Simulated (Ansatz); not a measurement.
# KZnF3: stress against strain

KZnF3 (cubic perovskite, Pm-3m, 13.308 Å³/atom at rest, cube axes along x, y and z) under a strain ε along a cube axis (axis z), the other axes held. PBEsol in Ansatz, a plane-wave DFT program (PAW, default set), 420 eV, 8×8×8 Γ-centred mesh, Fermi-Dirac smearing 0.05 eV; ions are relaxed within the symmetry of each cell. Stress is positive for a compressed cell.

Here s stands for strain and y for stress zz.

| strain (%) | stress zz (GPa) |
|---|---|
| -1.20 | 1.74 |
| -0.60 | 0.84 |
| 0.00 | 0.01 |
| 0.60 | -0.78 |
| 1.20 | -1.52 |
| 3.00 | ? |

Question: Using a straight line, estimate the missing y at s = 3.00 from the other rows, showing the fit.

Answer: Means: s 0, y 0.058. About the means, the sum of products is -4.8840 and the sum of squares of s is 3.6000; the slope is their ratio. Least squares gives y = 0.058 - 1.3567·s. Residuals (row less fit): 0.054, -0.032, -0.048, -0.024, 0.050; standard error 0.056 (degrees of freedom: 3). The slope gives the elastic constant C11 = 136 ± 3 GPa. At the withheld row, y = 0.058 - 1.3567 × 3.0 = -4.012 GPa. The calculation gives -3.45 GPa, 0.562 GPa above the prediction (10.8 % of the range of y in the table). The row lies outside the fitted rows, so this is an extrapolation. From the scatter of the fitted rows alone, a prediction at this place has a standard error of 0.107 GPa, so the miss is 5.3 times that.

One order more, fitted to all 11 runs of the series, follows each within 0.02, so the miss is the next term of a smooth law. The primitive cell can neither tilt nor turn polar against its symmetry, as such crystals can under strain. Rows are the converged runs of the series near zero and its far end; series whose fitted rows scatter by over a few per cent of the range, as at a crossing or softening among them, aren't shown in this form. Most that stay on the fit to the last digits aren't either.
